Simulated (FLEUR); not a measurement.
A self-consistent single point of Ba (P-1, 2 atoms in the cell) with FLEUR.

Level of theory: PBEsol, all-electron FLAPW (FLEUR), scalar-relativistic valence in FLEUR.

The change in words: atoms moved at random. Reference geometry:
```
Ba
1.0
    2.15649    -3.91208     0.00000
    2.15649     3.91208     0.00000
    0.00000     0.00000     7.26927
Ba
2
Direct
  0.64960   0.35040   0.75000
  0.35040   0.64960   0.25000
```

Reference input (self-consistent single point, DFT, PBEsol, all-electron FLAPW (FLEUR), scalar-relativistic valence): Kmax = 3.8 1/bohr; GmaxXC = 15.2 1/bohr; xcFunctional = PBEs; jspins = 1; l_soc = F; mode = gauss; fermiSmearingEnergy = 0.00999582 Htr; mesh (inpgen div1-3) = 6 6 3; inpgen gamma flag = true; Gmax = 15.2 1/bohr; numbands = 0; maxIterBroyd = 99. This run's input differs from it in these lines:

```diff
@@ -10,4 +10,4 @@
 2
-56 0.6496000000 0.3504000000 0.7500000000
-56 0.3504000000 0.6496000000 0.2500000000
+56 0.6517180000 0.3468380000 0.7476300000
+56 0.3482820000 0.6531620000 0.2523700000
 
@@ -65,4 +65,4 @@
       <atomGroup species="Barium (Ba)">
-         <relPos label="                   1">-.3504000000 .3504000000 -1.000/4.000</relPos>
-         <relPos label="                   2">.3504000000 -.3504000000 1.000/4.000</relPos>
+         <relPos label="                   1">-.3482820000 .3468380000 -.2523700000</relPos>
+         <relPos label="                   2">.3482820000 -.3468380000 .2523700000</relPos>
          <force calculate="T" relaxXYZ="TTT"/>
```

Log, with long lists cut:

```
 Iteration:     1   Distance:       2.55517937 me/bohr^3
 Iteration:     2   Distance:       2.42218023 me/bohr^3
 Iteration:     3   Distance:       0.32265473 me/bohr^3
 Iteration:     4   Distance:       0.20797386 me/bohr^3
 Iteration:     5   Distance:       0.17366567 me/bohr^3
   [... 4 lines left out ...]
 Iteration:    10   Distance:       0.00028500 me/bohr^3
 Iteration:    11   Distance:       0.00009407 me/bohr^3
 Iteration:    12   Distance:       0.00001133 me/bohr^3
 Iteration:    13   Distance:       0.00000723 me/bohr^3
 Reset of history
 Run finished successfully
 Stop message:
   Structural relaxation: new displacements generated

[file out, last iteration]
             iter=     14
[...]
          total density-effective poten   -2.7393084984E+04
          total charge density-energy d   -3.9019980308E+02
 Updated energy parameters for spin:           1
[...]
 fermi energy and band-weighting factors:

[...]
FERMIE:
          first approx. to ef    (T=0)  :   0.211070 htr   (energy of the highest occ. eigenvalue)
          number of occ. states  (T=0)  :        562
          first approx. to seigv (T=0)  :  -6.288489 htr
          sum of weights of occ. states :  10.009259
          sum of semicore charge        :   0.000000 e
          fermi energy=   0.20981 har   work function=  -5.70930 ev
          number of valence electrons=  20.00000
   [... lines left out ...]
          total moment                 =     0.00000
 Direct bandgap for spin            1 :    8.1752787230373325E-003  Htr
   [... lines left out ...]
 ---->    (input%tkb*entropy) TS=              0.0000000000 htr
 ---->    free energy=                    -16272.3573431332 htr
      extrapolation for T->0
 ---->    total electron energy=          -16272.3573431332 htr
 ***** TOTAL FORCES ON ATOMS *****
 TOTAL FORCE FOR ATOM TYPE=  1  X= -0.006   Y=  5.139   Z= -3.467
                       FX_TOT= 0.000024 FY_TOT=-0.000606 FZ_TOT= 0.000855
```

The run converged in 13 iterations. FLEUR gives forces in its relaxation mode, with a further iteration, so its stop message speaks of a relaxation. Against the reference run the total energy is nearly the same (within 1 meV/atom) and the largest force goes from 0.047 to 0.054 eV/Å.

The starting cell comes from a database of computed structures (which also holds hypothetical and non-ambient phases and stackings), without a prior relaxation at this level. Its lattice was rescaled by a random factor within 2.5 % of one. For this run, on top of that: atoms moved at random. Values depend on the basis (sphere radii, cutoffs, local orbitals), which need not be converged. The log's line on a gap gives a spacing of levels on this mesh, which the program prints for metals too.

Cost on one core of a shared machine: roughly 3 min.
